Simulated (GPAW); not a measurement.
Input and output of a self-consistent single point for Hg3Ge (P1, 8 atoms in the cell) (GPAW).

Level of theory: LDA (Perdew-Wang 92), GPAW PAW datasets LDA (gpaw-data 1.0.1) (plane waves; GPAW).

The change in words: atoms moved at random. Reference geometry:
```xyz
8
Lattice="6.4705 0.0000 0.0000 -3.2352 5.6036 0.0000 0.0000 0.0000 5.2472" Properties=species:S:1:pos:R:3 pbc="T T T"
Ge     3.2352     1.8679     1.3118
Ge     0.0000     3.7357     3.9354
Hg     1.6368     0.9450     3.9354
Hg     1.5985     4.6586     1.3118
Hg     0.0000     1.8900     1.3118
Hg     3.2352     3.7136     3.9354
Hg     4.8337     0.9450     3.9354
Hg    -1.5985     4.6586     1.3118
```

Reference input (self-consistent single point, DFT LDA (Perdew-Wang 92), plane waves, GPAW PAW datasets LDA (gpaw-data 1.0.1)): mode = pw; ecut = 550 eV; xc = LDA; kpts = 3 3 4; mesh shift (steps) = 0 0 0; occupations.name = methfessel-paxton; occupations.width = 0.1 eV; occupations.order = 0; nbands = -14; convergence.forces = 0.001 eV/Å; symmetry.symmorphic = false; symmetry.tolerance = 0.0005. This run's input differs from it in these lines:

```diff
@@ -8,10 +8,10 @@
                     [0.000000, 0.000000, 5.247240]],
-              scaled_positions=[[0.666667, 0.333333, 0.250000],
-                                [0.333333, 0.666667, 0.750000],
-                                [0.337280, 0.168640, 0.750000],
-                                [0.662720, 0.831360, 0.250000],
-                                [0.168640, 0.337280, 0.250000],
-                                [0.831360, 0.662720, 0.750000],
-                                [0.831360, 0.168640, 0.750000],
-                                [0.168640, 0.831360, 0.250000]],
+              scaled_positions=[[0.664888, 0.328042, 0.242361],
+                                [0.330541, 0.667987, 0.757819],
+                                [0.339659, 0.177555, 0.746526],
+                                [0.664000, 0.829486, 0.255089],
+                                [0.164107, 0.327551, 0.251016],
+                                [0.835289, 0.669343, 0.744011],
+                                [0.832245, 0.170730, 0.752879],
+                                [0.169270, 0.829306, 0.250300]],
               pbc=True)
```

Output (repeated stretches shortened):

```
     iter     time        total  log10-change:
                         energy   eigst   dens  force
iter:   1 --:--:--   -19.036238
iter:   2 --:--:--   -18.995493   -1.04  -1.54
iter:   3 --:--:--   -18.892761   -1.47  -1.57
iter:   4 --:--:--   -18.952980   -2.35  -1.96
iter:   5 --:--:--   -18.892904   -2.50  -2.05
iter:   6 --:--:--   -18.825726   -3.44  -2.34
iter:   7 --:--:--   -18.818232   -3.30  -2.48
iter:   8 --:--:--   -18.816923c  -4.27  -2.81
iter:   9 --:--:--   -18.820962c  -3.28  -2.88
iter:  10 --:--:--   -18.819587c  -4.67  -2.85
iter:  11 --:--:--   -18.819591c  -5.53  -3.23
iter:  12 --:--:--   -18.819414c  -5.26  -3.23
   [... 2 lines left out ...]
iter:  15 --:--:--   -18.819540c  -6.04  -3.49
iter:  16 --:--:--   -18.819351c  -6.29  -3.45
iter:  17 --:--:--   -18.819181c  -5.71  -3.58
iter:  18 --:--:--   -18.819201c  -6.39  -3.85
iter:  19 --:--:--   -18.819209c  -7.09  -4.12c
iter:  20 --:--:--   -18.819219c  -7.19  -4.15c
iter:  21 --:--:--   -18.819227c  -7.44c -4.22c
iter:  22 --:--:--   -18.819224c  -8.22c -4.52c -2.35
iter:  23 --:--:--   -18.819217c  -7.87c -4.62c -2.19
iter:  24 --:--:--   -18.819214c  -9.03c -4.73c -3.23c
Converged after 24 iterations.

Dipole moment: (-0.132229, 0.308686, 0.003921) |e|*Ang

Energy contributions relative to reference atoms: (reference = -3311225.401905)

Kinetic:        +93.243060
Potential:      -70.545005
External:        +0.000000
XC:             -28.446001
Entropy (-ST):   -0.021798
Local:          -13.060369
SIC:             +0.000000
--------------------------
Free energy:    -18.830113
Extrapolated:   -18.819214

Showing only first 2 kpts
 Kpt  Band  Eigenvalues  Occupancy
  0    56      3.79265    2.00000
  0    57      6.31849    0.92330
  0    58      6.96481    0.00000
  0    59      7.07562    0.00000

  1    56      4.69723    2.00000
  1    57      6.19888    1.88934
  1    58      6.21984    1.80598
  1    59      6.27467    1.39931

Fermi level: 6.31168

No gap
   [... lines left out ...]
  3 Hg   -0.07760   -0.04490   -0.01684
  4 Hg    0.00666    0.10472    0.00771
  5 Hg    0.03002   -0.05003    0.02774
  6 Hg   -0.07577    0.02103   -0.01331
  7 Hg    0.07578   -0.05765   -0.01108

Stress tensor:
     0.029208     0.000143     0.000041
     0.000143     0.029245    -0.000015
     0.000041    -0.000015     0.055399
Stress (GPa, Voigt): [ 4.6797e+00  4.6855e+00  8.8759e+00 -2.3000e-03  6.5000e-03  2.2900e-02]
```

The run converged in 24 iterations. GPAW prints stress with tension positive. Against the reference run the free energy is nearly the same (within 1 meV/atom), the pressure hardly changes (-6.09 to -6.08 GPa) and the largest force goes from 0.042 to 0.105 eV/Å.

The starting cell comes from a database of computed structures (which also holds hypothetical and non-ambient phases and stackings), without a prior relaxation at this level. For this run, on top of that: atoms moved at random. With a pressure of about -6 GPa the cell is away from its equilibrium volume at this level.

Cost on one core of a shared machine: roughly 2 min.
